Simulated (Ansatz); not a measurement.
Surface energy of faces of hcp Lu in PBE and in LDA, in Ansatz (plane waves, PAW). Symmetric slabs relaxed with PBE from ideal cuts in 1x1 cells (the lowest computed cut and spin start of each face; real faces may reconstruct in larger cells); LDA values are single points on them, with the bulk at the same level. No spin-orbit coupling, no U.

```json
[
 {"face": "(0001)", "PBE (J/m²)": "1.15", "LDA (J/m²)": "1.32"},
 {"face": "(10-10)", "PBE (J/m²)": "1.08", "LDA (J/m²)": "1.22"},
 {"face": "(10-11)", "PBE (J/m²)": "1.11", "LDA (J/m²)": "1.25"},
 {"face": "(10-12)", "PBE (J/m²)": "1.14", "LDA (J/m²)": "?"},
 {"face": "(11-20)", "PBE (J/m²)": "1.13", "LDA (J/m²)": "1.32"},
 {"face": "(11-21)", "PBE (J/m²)": "1.25", "LDA (J/m²)": "1.43"},
 {"face": "(11-22)", "PBE (J/m²)": "1.21", "LDA (J/m²)": "1.36"},
 {"face": "(11-23)", "PBE (J/m²)": "1.21", "LDA (J/m²)": "1.39"},
 {"face": "(20-21)", "PBE (J/m²)": "1.11", "LDA (J/m²)": "1.25"}
]
```

Fit a straight line y = a·x + b by least squares to the 8 complete rows (x: PBE (J/m²); y: LDA (J/m²)).

the means are x̄ = 1.1562 and ȳ = 1.3175; Σ(x − x̄)² = 0.025387 and Σ(x − x̄)(y − ȳ) = 0.030325, so a = 1.194 and b = ȳ − a·x̄ = -0.064. The largest residual is 0.034.

What does the line predict for the withheld row, (10-12), and what did the calculation give?

the line gives 1.30; the calculation gave 1.33, a miss of 0.03, of the size of the fitted rows' scatter and rounding.

Ansatz is an electronic-structure program.
